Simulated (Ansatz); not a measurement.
## Zr with two functionals, pressure 15 GPa

Start from Zr in the hcp (Mg type) structure (space group P6_3/mmc, No. 194; a = 3.2313 Å, c = 5.1732 Å).

(Cell as relaxed with PBE.)

Levels (all Ansatz, an electronic-structure program, PAW): PBE (420 eV, no SOC); r2SCAN (500 eV, scalar-relativistic without spin-orbit coupling).

Each level relaxes its own structure.

| base | PBE | r2SCAN |
|---|---|---|
| volume per atom | 23.39 Å³ | 23.50 Å³ |
| lattice parameter a | 323.1 pm | 324.6 pm |
| band gap | zero | zero |

It is then changed as follows: cell and atoms relaxed at a pressure of 15 GPa.

| quantity | PBE | r2SCAN |
|---|---|---|
| volume per atom | 20.51 Å³ | … |
| band gap | zero | … |

**Question.** What does r2SCAN give?

**Answer.** 
- volume per atom, r2SCAN: 20.66 Å³
- band gap, r2SCAN: zero

PBE's volume per atom lies 0.15 Å³ below r2SCAN's (0.7 %); the two agree on the band gap. Neither level is exact; r2SCAN is the comparison here, not a measurement.

Load acts through the strain it causes; cell and atoms are relaxed under it. Stability against distortions was not tested. The final runs are not spin-polarised. Measured, Zr leaves this structure (for the ω phase) near 3 GPa (temperature not stated; as listed in C. Cazorla, D. Alfè, M. J. Gillan, Physical Review B (2008)).
